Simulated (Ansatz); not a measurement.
Results of PBEsol (PAW; Ansatz, a first-principles code) for PtCl₂ (within 0.1 Å of Immm, No. 71, 6 atoms in the cell; start mp-567484; a measured phase of this formula has another space group).

Settings: plane-wave cutoff 500 eV, 10×4×12 k mesh (along the axes of the cell as run), Fermi–Dirac smearing 0.05 eV, scalar-relativistic PAW data made under PBE.

Cell (relaxed at this level):

```
PtCl2
1.0
    3.67756     0.00000     0.00000
    0.00000    11.49490     0.00000
    0.00000     0.00000     3.41623
Pt Cl
2 4
Direct
  0.00000   0.00000   0.50000
  0.50000   0.50000   0.00000
  0.00101   0.86669   0.00000
  0.99899   0.13331   0.00000
  0.50101   0.63331   0.50000
  0.49899   0.36669   0.50000
```

Give the computed band gap.


- band gap = 0.70 eV (on the SCF k mesh)

Spin–orbit coupling is not included.

A start named mp-… is a Materials Project structure, which need not be a measured phase.
